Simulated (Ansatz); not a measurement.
**BeSe: uniaxial strain ε_zz = +1.00 %**

Consider BeSe in the zinc blende structure (space group F-43m, No. 216; a = 5.129 Å). Axes: x, y, z lie along the cube axes.

One thing is altered: the cell is stretched by 1.00 % along z with no lateral relaxation; the atoms relax in the strained cell.

Calculations: Kohn–Sham DFT with the PBEsol functional, run in Ansatz (a first-principles code) with PAW and 420 eV plane waves, no spin-orbit coupling. Γ-centred 11×11×11 mesh, Fermi–Dirac width 0.05 eV.

| quantity | base | changed | shift |
|---|---|---|---|
| volume per atom | 16.86 Å³ | 17.03 Å³ | +0.17 Å³ |
| space group | F-43m (No. 216) | I-4m2 (No. 119) | – |
| shortest interatomic distance | 2.221 Å | 2.228 Å | +0.007 Å |
| energy relative to the base (free energy F) | 0 meV/atom | +0.7 meV/atom | +0.7 meV/atom |
| pressure (mean of the normal stresses, compression positive) | 0.00 GPa | -0.78 GPa | -0.78 GPa |
| band gap | 2.47 eV | 2.45 eV | -0.02 eV |
| gap character | – | indirect, Γ → X | – |
| smallest direct gap | 4.28 eV | 4.19 eV | -0.09 eV |
| electron mass | 0.84 mₑ along k, 0.26 mₑ across (at X) | 0.84 mₑ along k, 0.26 mₑ across (at X) | – |
| valence-band top at Γ (three highest levels, from the VBM) | 0.00, 0.00, 0.00 eV | 0.00, 0.00, -0.05 eV | – |
| valley order (the lowest conduction-band minima on the path, energy above the VBM, named in the base's zone) | X along ⟨100⟩ 2.47 eV | X along [010] 2.45 eV; X along [001] 2.52 eV | – |
| stress (xx, yy, zz, yz, xz, xy; compression positive) | – | (-0.52, -0.52, -1.30, 0.00, 0.00, 0.00) GPa | – |

Final structure:

```yaml
crystal:
  lattice:
    - [0.00000, 2.56445, 2.59010]
    - [2.56445, 0.00000, 2.59010]
    - [2.56445, 2.56445, 0.00000]
  atoms:
    - { symbol: Be, position: [0.00000, 0.00000, 0.00000] }
    - { symbol: Se, position: [0.25000, 0.25000, 0.25000] }
```

Effective masses come from finite differences of ±0.01 Å⁻¹. Along k means along the line from Γ to the band edge. Stability against distortions was not tested. k-point labels follow each cell's own Brillouin zone.
